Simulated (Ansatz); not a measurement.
The cell is built on a prototype and need not be the phase stable at ambient conditions.

Consider the following.

```
CELL_PARAMETERS angstrom
      3.41290     0.00000     0.00000
      0.00000     5.68210     0.00000
      0.00000     0.00000     6.54111
ATOMIC_POSITIONS crystal
  B  0.75000 0.59849 0.16102
  B  0.25000 0.09849 0.33898
  B  0.25000 0.40151 0.83898
  B  0.75000 0.90151 0.66102
  As 0.75000 0.60837 0.83559
  As 0.25000 0.10837 0.66441
  As 0.25000 0.39163 0.16441
  As 0.75000 0.89163 0.33559
```

Space group of this cell: Pnma. The cell was relaxed by PBE-D3(BJ); by r2SCAN its mean pressure is 1.0 GPa.

Transport runs along the normal of the first two printed cell vectors.

The gap is the functional's own. No spin-orbit coupling. Mid-gap values are interpolated on the energy grid.

Problem. Compute, with r2SCAN (Ansatz, a program for electronic structure), the band gap and the smallest decay constant κ at mid-gap.

Solution. Gap 0.53 eV on a 10×6×6 mesh; κ = 0.199 1/Å, at (0.000, 0.333) of the in-plane reciprocal vectors. At the zone centre, at the nearest computed energy, the slowest state has κ = 0.20 1/Å.
